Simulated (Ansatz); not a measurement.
We consider fluorite PbF₂ (high-temperature phase), described by PBE0 in Ansatz (PAW).

Numerical settings: plane-wave cutoff 520 eV, 6×6×6 k mesh, finite displacements, scalar-relativistic PAW data made under PBE.

Computed at the level's own relaxed cell.

Harmonic phonon frequencies (cm⁻¹; i marks an imaginary mode; at Γ without the LO shift):

```
q point                        frequencies
-------  ---------------------------------
Γ               0 0 0 90 90 90 243 243 243
X        45 45 105 129 149 149 150 150 329
L         42 42 94 111 111 170 212 212 294
```

No imaginary mode appears at these points.

Ansatz is a first-principles code.
